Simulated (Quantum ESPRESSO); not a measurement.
A self-consistent single point of HgS (Fm-3m, 2 atoms in the cell) with Quantum ESPRESSO.

Computed with PBEsol, GBRV 1.5 ultrasoft (PBESOL) pseudopotentials (plane waves; Quantum ESPRESSO).

The change in words: lattice scaled by 0.98; ecutwfc: 40 Ry → 14 Ry; ecutrho: 200 Ry → 70 Ry. Reference geometry:
```
CELL_PARAMETERS angstrom
     -2.77681     0.00000     2.77681
      0.00000     2.77681     2.77681
     -2.77681     2.77681     0.00000
ATOMIC_POSITIONS crystal
  Hg 0.00000 0.00000 0.00000
  S  0.50000 0.50000 0.50000
```

Reference input (self-consistent single point, DFT, PBEsol, plane waves, GBRV 1.5 ultrasoft (PBESOL) pseudopotentials): ecutwfc = 40 Ry; ecutrho = 200 Ry; occupations = smearing; smearing = fd; degauss = 0.0073499 Ry; potentials = {Hg: hg_pbesol_v1.uspp.F.UPF, S: s_pbesol_v1.4.uspp.F.UPF}; K_POINTS = automatic 5 5 5 0 0 0; conv_thr = 1e-09 Ry. This run's input differs from it in these lines:

```diff
@@ -10,7 +10,7 @@
     ibrav = 2
-    celldm(1) = 10.494824580
+    celldm(1) = 10.284928920
     nat = 2
     ntyp = 2
-    ecutwfc = 40
-    ecutrho = 200
+    ecutwfc = 14
+    ecutrho = 70
     occupations = 'smearing'
```

The program printed (abridged):

```
     Self-consistent Calculation

     iteration #  1     ecut=    14.00 Ry     beta= 0.70

     Threshold (ethr) on eigenvalues was too large:
     Diagonalizing with lowered threshold

     total energy              =    -131.15179450 Ry
     estimated scf accuracy    <       0.17261647 Ry

     iteration #  2     ecut=    14.00 Ry     beta= 0.70

     total energy              =    -131.20696024 Ry
     estimated scf accuracy    <       0.19538259 Ry

     iteration #  3     ecut=    14.00 Ry     beta= 0.70

     total energy              =    -131.24460648 Ry
     estimated scf accuracy    <       0.00087660 Ry

   [... 5 blocks of this kind left out ...]

     iteration #  9     ecut=    14.00 Ry     beta= 0.70

     total energy              =    -131.24506456 Ry
     estimated scf accuracy    <          1.3E-09 Ry

     iteration # 10     ecut=    14.00 Ry     beta= 0.70
     End of self-consistent calculation

     the Fermi energy is     9.5595 ev

!    total energy              =    -131.24506456 Ry
     estimated scf accuracy    <          1.8E-10 Ry
     smearing contrib. (-TS)   =      -0.00239685 Ry
     internal energy E=F+TS    =    -131.24266770 Ry

     convergence has been achieved in  10 iterations

     Forces acting on atoms (cartesian axes, Ry/au):

     atom    1 type  1   force =     0.00000000    0.00000000    0.00000000
     atom    2 type  2   force =    -0.00000000   -0.00000000   -0.00000000

     Total force =     0.000000     Total SCF correction =     0.000000

          total   stress  (Ry/bohr**3)                   (kbar)     P=     -831.26
  -0.00565082   0.00000000   0.00000000         -831.26        0.00        0.00
   0.00000000  -0.00565082  -0.00000000            0.00     -831.26       -0.00
   0.00000000  -0.00000000  -0.00565082            0.00       -0.00     -831.26

   JOB DONE.
```

The run converged in 10 iterations. Against the reference run the free energy goes up by 2.01 eV/atom and the pressure goes from -3.53 to -83.13 GPa.

The starting cell comes from a database of computed structures (which also holds hypothetical and non-ambient phases and stackings), without a prior relaxation at this level. Its lattice was rescaled by up to half a per cent. For this run, on top of that: lattice scaled by 0.98. At the lowered cutoff the pressure carries the error of an incomplete plane-wave basis. The run gives no clean gap (levels at the Fermi energy touch, overlap or are partly filled at this smearing), which alone does not show that the compound is a metal.
